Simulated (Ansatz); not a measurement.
## WP (Pnma, No. 62, 8 atoms in the cell; start mp-2420)

Level of theory: PBEsol (PAW; Ansatz, a program for electronic structure).

Numerical settings: plane-wave cutoff 520 eV, 10×18×10 k mesh (along the axes of the cell as run), Fermi–Dirac smearing 0.05 eV, no spin polarisation, scalar-relativistic PAW data made under PBE.

Cell (relaxed at this level):

```cif
data_P4W4
_chemical_formula_sum 'P4 W4'
_space_group_name_H-M_alt 'P 1'
_space_group_IT_number 1
_cell_length_a 5.68967
_cell_length_b 3.22423
_cell_length_c 6.22393
_cell_angle_alpha 90.000
_cell_angle_beta 90.000
_cell_angle_gamma 90.000
loop_
_space_group_symop_operation_xyz
  'x, y, z'
loop_
_atom_site_label
_atom_site_type_symbol
_atom_site_fract_x
_atom_site_fract_y
_atom_site_fract_z
_atom_site_occupancy
P1 P 0.31811 0.75000 0.56484 1
P2 P 0.68189 0.25000 0.43516 1
P3 P 0.18189 0.25000 0.06484 1
P4 P 0.81811 0.75000 0.93516 1
W1 W 0.98686 0.75000 0.31174 1
W2 W 0.01314 0.25000 0.68826 1
W3 W 0.51314 0.25000 0.81174 1
W4 W 0.48686 0.75000 0.18826 1
```

```yaml
bulk modulus B0: 236 GPa
```

Note: the run has no spin polarisation, so it can have missed a magnetic state; the bulk modulus is −V dP/dV from two relaxed cells at ±2 % in volume; the relaxation could not lower the start's symmetry, so the cell can be a saddle point above a distorted one.

Spin–orbit coupling is not included; it can open a gap where bands touch, and shift volumes and moduli.

Computed values are for the static lattice.

A start named mp-… is a Materials Project structure, which need not be a measured phase.
